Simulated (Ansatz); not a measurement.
The starting structures come from a database of crystals and need not be the phases stable at ambient conditions.

 Where the default PAW files enter, the runs use the earlier of Ansatz's two default sets.

The decay constant κ of evanescent states in the gap governs leakage through a thin film.

Here is the system:

```yaml
crystal:
  lattice:
    - [5.28485, 0.00000, 0.00000]
    - [-2.64242, 5.08043, 0.00000]
    - [2.64242, 1.37437, 4.23462]
  atoms:
    - { symbol: Li, position: [0.27562, 0.91343, 0.36219] }
    - { symbol: Li, position: [0.72438, 0.08657, 0.63781] }
    - { symbol: Nb, position: [0.71121, 0.56681, 0.14440] }
    - { symbol: Nb, position: [0.28879, 0.43319, 0.85560] }
    - { symbol: O, position: [0.22175, 0.26759, 0.21609] }
    - { symbol: O, position: [0.77825, 0.73241, 0.78391] }
    - { symbol: O, position: [0.48368, 0.26759, 0.56216] }
    - { symbol: O, position: [0.51632, 0.73241, 0.43784] }
    - { symbol: O, position: [0.82975, 0.26759, 0.95416] }
    - { symbol: O, position: [0.17025, 0.73241, 0.04584] }
```

Space group of this cell: P-1. The cell is strained (lengths along the current scaled by 0.97, ions clamped); by r2SCAN its mean pressure is -2.9 GPa.

Transport runs along the normal of the first two printed cell vectors.

No gap correction and no spin-orbit coupling; mid-gap values are interpolated between computed energies.

Predict the band gap and the smallest decay constant κ at mid-gap from r2SCAN run with Ansatz (an electronic-structure program).

Gap 4.28 eV on a 8×6×8 mesh; κ = 0.488 1/Å, at (0.000, 0.167) of the in-plane reciprocal vectors. At the zone centre, at the nearest computed energy, the slowest state has κ = 0.51 1/Å.
